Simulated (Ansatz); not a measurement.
Input and output of a self-consistent single point for Ta (Im-3m, 1 atom in the cell) (Ansatz, an electronic-structure program).

Level of theory: PBE, PAW files (plane waves; Ansatz).

The change in words: lattice scaled by 0.98; kpoints.mp_grid.grid: 14 14 14 → 15 15 15. Reference geometry:
```
CELL_PARAMETERS angstrom
     -1.65825     1.65825     1.65825
      1.65825    -1.65825     1.65825
      1.65825     1.65825    -1.65825
ATOMIC_POSITIONS crystal
  Ta 0.00000 0.00000 0.00000
```

Reference input (self-consistent single point, DFT, PBE, plane waves, PAW files): basis.ecutwfc = 420 eV; kpoints.mp_grid.grid = 14 14 14; hamiltonian.xc = pbe; hamiltonian.pseudopotentials = {kind: paw} (the program's default PAW files); scf.occupations.method = gaussian; scf.occupations.width = 0.1 eV. This run's input differs from it in these lines:

Ansatz 0.2 input:
```diff
@@ -2,5 +2,5 @@
   lattice:
-    - [-1.65825000, 1.65825000, 1.65825000]
-    - [1.65825000, -1.65825000, 1.65825000]
-    - [1.65825000, 1.65825000, -1.65825000]
+    - [-1.62508500, 1.62508500, 1.62508500]
+    - [1.62508500, -1.62508500, 1.62508500]
+    - [1.62508500, 1.62508500, -1.62508500]
   atoms:
@@ -10,3 +10,3 @@
 kpoints:
-  mp_grid: { grid: [14, 14, 14] }
+  mp_grid: { grid: [15, 15, 15] }
 hamiltonian:
```

Output (repeated stretches shortened):

```
SCF iter   1: F=—  HF=-9933.289277 eV  |F-HF|=—  |Δ(HF+E_count)|=         —  Δρ=4.06e-2  dr2=2.83e-1  ethr=3.10e-3  ⟨swp⟩=5.0  Hψ=6793  notcnv=0
all-band conjugate gradients solve this SCF's bands
preconditioner: auto → none
SCF iter   2: F=—  HF=-9933.191026 eV  |F-HF|=—  |Δ(HF+E_count)|=   9.83e-2  Δρ=1.53e-2  dr2=2.10e-2  ethr=2.18e-3  ⟨swp⟩=2.6  Hψ=3098  notcnv=0  defer=37
SCF iter   3: F=—  HF=-9933.190014 eV  |F-HF|=—  |Δ(HF+E_count)|=   1.01e-3  Δρ=4.59e-3  dr2=1.16e-3  ethr=1.61e-4  ⟨swp⟩=2.5  Hψ=1848  notcnv=0  defer=37
SCF iter   4: F=—  HF=-9933.190310 eV  |F-HF|=—  |Δ(HF+E_count)|=   2.96e-4  Δρ=1.50e-4  dr2=9.51e-7  ethr=8.94e-6  ⟨swp⟩=1.0  Hψ=1283  notcnv=0  defer=37
SCF iter   5: F=—  HF=-9933.190312 eV  |F-HF|=—  |Δ(HF+E_count)|=   2.40e-6  Δρ=2.60e-5  dr2=2.66e-8  ethr=7.69e-10  ⟨swp⟩=7.5  Hψ=6685  notcnv=0
SCF iter   6: F=-9933.190312 eV  HF=-9933.190312 eV  |F-HF|=3.55e-10  |Δ(HF+E_count)|=   3.94e-9  Δρ=3.80e-6  dr2=6.45e-10  ethr=2.05e-10  ⟨swp⟩=1.9  Hψ=3972  notcnv=0
SCF 1 converged in 6 iterations: F = -9933.190312 eV  dr2 = 6.45e-10
Free energy (F): -9933.190312 eV
Internal energy: -9933.185300 eV  (E = F + TS)
E sigma→0 (E₀):  -9933.187806 eV
Entropy (-TS):   -0.005012 eV (-5.012 meV/atom)
Fermi energy:    19.533271 eV
--- Forces (eV/Å), atoms counted from 1 ---
  atom   1  Ta    -0.00000000     0.00000000    -0.00000000
--- Stress (GPa, compression-positive) ---
       13.615342      -0.000000      -0.000000
        0.000000      13.615342       0.000000
       -0.000000       0.000000      13.615342
  P = ⅓ Tr σ = 13.6153 GPa (136.153 kbar)
  The stress holds the Pulay correction. Without it, at fixed plane waves, as pw.x and ABINIT print it: P = 13.5729 GPa
```

The run converged in 6 iterations. Against the reference run the free energy goes up by 51.5 meV/atom and the pressure goes from 0.46 to 13.62 GPa.

The starting cell has typed, rounded lattice constants, without a prior relaxation at this level. Its lattice was rescaled by up to half a per cent. For this run, on top of that: lattice scaled by 0.98. Spin polarisation is off. With a pressure of about 14 GPa the cell is away from its equilibrium volume at this level. Ansatz's pressure includes its estimate of the finite-basis (Pulay) stress.
